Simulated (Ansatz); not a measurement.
```yaml
crystal:
  lattice:
    - [3.61364, 0.00000, 0.00000]
    - [-1.80682, 3.12951, 0.00000]
    - [0.00000, 0.00000, 5.84469]
  atoms:
    - { symbol: Hf, position: [0.00000, 0.00000, 0.98723] }
    - { symbol: Se, position: [0.33333, 0.66667, 0.26372] }
    - { symbol: S, position: [0.66667, 0.33333, 0.74904] }
```

The cell is a database entry relaxed within its symmetry; it need not be the phase found at ambient conditions. Spin-orbit coupling is not included.

Question: Give the diagonal Born effective charges atom by atom and the electronic dielectric tensor from linear response, LDA in Ansatz (a program for electronic structure).

Answer: 
```
atom   Z*xx   Z*yy   Z*zz
----  -----  -----  -----
Hf1    7.21   7.21   1.98
Se2   -3.50  -3.50  -0.83
S3    -3.71  -3.71  -1.15
```

ε∞ diagonal: 15, 15, 7.6. The program warned that the k mesh resolves the field response only roughly, so the permittivities are not converged. Away from Γ the polar cell without biaxial strain shows no imaginary mode on a 2×2×2 mesh.
